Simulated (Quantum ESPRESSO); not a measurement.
**Refining one setting for YMgAl (P-62m, 9 atoms in the cell)**

```
YMgAl
1.0
    7.19835     0.00000     0.00000
   -3.59918     6.23396     0.00000
    0.00000     0.00000     4.45197
Y Mg Al
3 3 3
Direct
  0.00000   0.56708   0.00000
  0.56708   0.00000   0.00000
  0.43292   0.43292   0.00000
  0.75819   0.75819   0.50000
  0.00000   0.24181   0.50000
  0.24181   0.00000   0.50000
  0.66667   0.33333   0.50000
  0.33333   0.66667   0.50000
  0.00000   0.00000   0.00000
```

Level of theory: LDA (PZ), GBRV 1.5 ultrasoft (LDA) pseudopotentials (plane waves; Quantum ESPRESSO).

The starting cell comes from a database of computed structures (which also holds hypothetical and non-ambient phases and stackings), without a prior relaxation at this level. Its lattice was rescaled by a random factor within 2.5 % of one. Without a gap this mesh is coarse (it stands for a supercell whose shortest vector is 18 Å).

Held fixed: ecutwfc = 40 Ry; ecutrho = 320 Ry; occupations = smearing; smearing = methfessel-paxton; degauss = 0.0099958 Ry; potentials = {Y: y_lda_v1.4.uspp.F.UPF, Mg: mg_lda_v1.4.uspp.F.UPF, Al: al_lda_v1.uspp.F.UPF}; K_POINTS = automatic 3 3 4 0 0 0; mixing_beta = 0.7.

ΔF is the free energy per atom less that of the last row (7.3e-14 Ry).

The series runs over conv_thr = 0.0073 Ry; 0.00073 Ry; 7.3e-05 Ry; 7.3e-06 Ry; 7.3e-07 Ry; 7.3e-08 Ry; 7.3e-10 Ry; 1e-10 Ry; 7.3e-12 Ry; 7.3e-14 Ry.

Question: From which setting on does the energy stay within 0.5 meV/atom of the last one?

Answer: From conv_thr = 0.00073 Ry on; the one before it is off by 2.1 meV/atom.

Question: From which setting on does the largest force stay within 0.005 eV/Å of the last one?

Answer: From conv_thr = 7.3e-07 Ry on; the one before it is off by 0.026 eV/Å. The value it settles on is 0.039 eV/Å at this level of theory and with the other settings as held.

| conv_thr | ΔF (meV/atom) | pressure (GPa) | largest force (eV/Å) | iterations |
|---|---|---|---|---|
| 0.0073 Ry | 2.1 | 3.29 | 0.738 | 3 |
| 0.00073 Ry | 0.01 | 0.29 | 0.065 | 6 |
| 7.3e-05 Ry | 0.01 | 0.29 | 0.065 | 6 |
| 7.3e-06 Ry | 0.01 | 0.29 | 0.065 | 6 |
| 7.3e-07 Ry | 0.00 | 0.45 | 0.036 | 8 |
| 7.3e-08 Ry | 0.00 | 0.43 | 0.040 | 9 |
| 7.3e-10 Ry | 0.00 | 0.44 | 0.039 | 11 |
| 1e-10 Ry | 0.00 | 0.44 | 0.039 | 12 |
| 7.3e-12 Ry | 0.00 | 0.44 | 0.039 | 12 |
| 7.3e-14 Ry | 0.00 | 0.44 | 0.039 | 14 |
